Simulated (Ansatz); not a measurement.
Consider the formation energy of Al2Au (Fm-3m) from the elements. Reaction: Au (fcc) + 2 Al (fcc) → Al2Au (Fm-3m). The sign is products less reactants. The value is per atom of the solid.

Al2Au (Fm-3m), 3 atoms in the cell, k-point mesh 14×14×14 on the run's own vectors.
Al2Au has the cubic space group Fm-3m (No. 225), Pearson symbol cF12. Lattice parameters: a = b = c = 6.0603 Å, α = β = γ = 90.00°. Au on 4a is surrounded by 8 Al at 2.624 Å (cubic). Al on 8c has 4 Au at 2.624 Å and 6 Al at 3.030 Å. (Neighbours: up to the widest gap in distance over summed covalent radii, below 1.35, at either atom.)
(The calculation used a cell of 3 atoms; values per cell refer to that cell.)

Au (fcc, Fm-3m), 1 atom in the cell, k-point mesh 24×24×24 on the run's own vectors. Conventional cell: a = b = c = 4.158 Å, α = β = γ = 90.00°.

Al (fcc, Fm-3m), 1 atom in the cell, k-point mesh 26×26×26 on the run's own vectors. Conventional cell: a = 4.0410 Å, b = 4.0410 Å, c = 4.0410 Å, α = 90.00°, β = 90.00°, γ = 90.00°.

Computed with Ansatz (plane waves, PAW), its PAW set soft_1, cutoff 500 eV. The structures are at rest with PBE; other levels are single points on them. Neutral cells; Fermi-Dirac smearing of at most 0.10 eV in the solids, energies taken to zero width. The lattices are those relaxed with PBE, so at other levels the solids can be strained. A dispersion term (D3(BJ), or D4 for r2SCAN) was computed beside these levels and is taken off wherever the name lacks it. Space groups of crystals are read within 0.01 Å. Static lattices, no vibrational contributions. Spin-orbit coupling is left out.

Give the value at the level r2SCAN.

-0.48 eV/atom, for Au (fcc) + 2 Al (fcc) → Al2Au (Fm-3m).

Ansatz is a first-principles code.
